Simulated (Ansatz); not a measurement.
The reference is HgI2 (space group P6_3/mmc, No. 194; a hypothetical phase, not in the database extracts checked).

```
HgI2
1.0
    4.16616     0.00000     0.00000
   -2.08308     3.60800     0.00000
    0.00000     0.00000    14.18274
Hg I
2 4
Direct
  0.33333   0.66667   0.25000
  0.66667   0.33333   0.75000
  0.33333   0.66667   0.61513
  0.66667   0.33333   0.11513
  0.66667   0.33333   0.38487
  0.33333   0.66667   0.88487
```

Computed with PBE-D3(BJ) (Ansatz, a quantum-chemistry and plane-wave program; PAW; 420 eV plane waves; spin-orbit coupling left out), earlier PAW set.

Before the change:

- Gap between the host's bands = 0.34 eV

The change: electron doping at 3.0×10^21 cm⁻³ (0.640 per cell), with a uniform compensating background at fixed cell and a 300 K Fermi–Dirac width.

Question: Estimate the effect on the gap between the host's bands.

Answer: The gap between the host's bands shrinks by 0.21 eV, from 0.34 eV to 0.13 eV.

Question: What does the calculation give for the Fermi level from band edge after the change?

Answer: The Fermi level relative to the doped band's edge (positive inside the band; to 0.05 eV) comes out as +0.70 eV.

Question: What happens to the largest internal atomic displacement?

Answer: The largest internal atomic displacement amounts to 0.072 Å.

Carriers are added with a uniform compensating background; total energy and stress of such cells depend on the potential's zero and are not compared; many-body gap narrowing is missing at this level. With Hg and I present, leaving out spin-orbit coupling can change the band edges. No phonon test of stability was made.
